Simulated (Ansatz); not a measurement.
## A computed series for TaN: pressure series

The parent structure is TaN in the rock salt structure (space group Fm-3m, No. 225; a = 4.396 Å).

Cell and atoms are relaxed at each pressure.

Method: r2SCAN in Ansatz (plane waves to 500 eV, PAW, no SOC), earlier PAW set.

Two rows of this table had their results exchanged by mistake.

```json
[
 {"pressure": "pressure −2 GPa", "volume per atom (Å³)": "10.68", "shortest distance (Å)": "2.202", "band gap": "zero"},
 {"pressure": "pressure −1 GPa", "volume per atom (Å³)": "10.65", "shortest distance (Å)": "2.200", "band gap": "zero"},
 {"pressure": "pressure 1.8 GPa", "volume per atom (Å³)": "10.56", "shortest distance (Å)": "2.194", "band gap": "zero"},
 {"pressure": "pressure 4.2 GPa", "volume per atom (Å³)": "10.50", "shortest distance (Å)": "2.189", "band gap": "zero"},
 {"pressure": "pressure 9 GPa", "volume per atom (Å³)": "10.36", "shortest distance (Å)": "2.180", "band gap": "zero"},
 {"pressure": "pressure 18 GPa", "volume per atom (Å³)": "10.14", "shortest distance (Å)": "2.164", "band gap": "zero"},
 {"pressure": "pressure 30 GPa", "volume per atom (Å³)": "9.34", "shortest distance (Å)": "2.106", "band gap": "zero"},
 {"pressure": "pressure 45 GPa", "volume per atom (Å³)": "9.59", "shortest distance (Å)": "2.124", "band gap": "zero"},
 {"pressure": "pressure 60 GPa", "volume per atom (Å³)": "9.87", "shortest distance (Å)": "2.145", "band gap": "zero"}
]
```

### Question
Which two?

### Answer
The rows for pressure 30 GPa and pressure 60 GPa: the volume has to fall steadily with pressure, so 9.87 Å³ belongs to pressure 30 GPa and 9.34 Å³ to pressure 60 GPa.

Load acts through the strain it causes; cell and atoms are relaxed under it. Whether these cells are dynamically stable was not tested. Competing high-pressure phases were not computed. The final runs are not spin-polarised. This is not the structure that TaN has at room temperature and ambient pressure.

Ansatz is a quantum-chemistry and plane-wave program.
